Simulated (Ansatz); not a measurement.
Start from GaN in the rock salt structure (space group Fm-3m, No. 225; a model cell).

```xyz
2
Lattice="0.0000 2.1097 2.1097 2.1097 0.0000 2.1097 2.1097 2.1097 0.0000" Properties=species:S:1:pos:R:3 pbc="T T T"
Ga     2.1097     2.1097     2.1097
N      0.0000     0.0000     0.0000
```

Calculations: PBEsol/PAW in Ansatz (an electronic-structure program), no spin-orbit coupling.

One change was made to it. Results:

```csv
quantity,base,after
lattice parameter a,4.219 Å,4.177 Å
smallest direct gap,2.80 eV,3.19 eV
width of the top valence band,4.70 eV,4.77 eV
```

What was done to the base?
(A) pressure 3 GPa
(B) pressure 7.5 GPa
(C) pressure −2 GPa
(D) pressure 1.5 GPa

B, pressure 7.5 GPa. For comparison, the lattice parameter a in the other runs: pressure 1.5 GPa gives 4.211 Å; pressure 3 GPa gives 4.202 Å; pressure −2 GPa gives 4.232 Å.

Load acts through the strain it causes; cell and atoms are relaxed under it. Stability against distortions was not tested. No other phases were tried under pressure. The base started in Pnma and relaxed to Fm-3m at this level. This is not the structure that GaN has at room temperature and ambient pressure.
